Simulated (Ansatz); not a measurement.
# OsN (model structure, started from the WC type, P-6m2, No. 187, 2 atoms in the cell)

Method: LDA in Ansatz (plane waves, PAW).

Settings: plane-wave cutoff 520 eV, 24×24×22 k mesh (along the axes of the cell as run), Fermi–Dirac smearing 0.05 eV, no spin polarisation, scalar-relativistic PAW data made under PBE.

Cell (relaxed at this level):

Space group P-6m2 (No. 187); a = b = 2.6994 Å, c = 3.0859 Å, α = β = 90.00°, γ = 120.00°

```
atom  site  symmetry       x       y       z
----  ----  --------  ------  ------  ------
Os      1a      -6m2  0.0000  0.0000  0.0000
N       1f      -6m2  0.6667  0.3333  0.5000
```

```
Property       Result
------------  -------
bulk modulus  404 GPa
```

Note: the run has no spin polarisation, so it can have missed a magnetic state; the bulk modulus is −V dP/dV from two relaxed cells at ±2 % in volume; the relaxation could raise the start's symmetry but not lower it, so the cell can be a saddle point.

Spin–orbit coupling is not included; it can open a gap where bands touch, and shift volumes and moduli.

The computed numbers hold no vibrational or temperature effects.

The result took around 6 core-minutes (rough).

A model structure was made by putting elements into a prototype or built by hand; it is no filed structure, need not be a known phase, and can be a saddle point held by its symmetry.

Ansatz is a quantum-chemistry and plane-wave program.
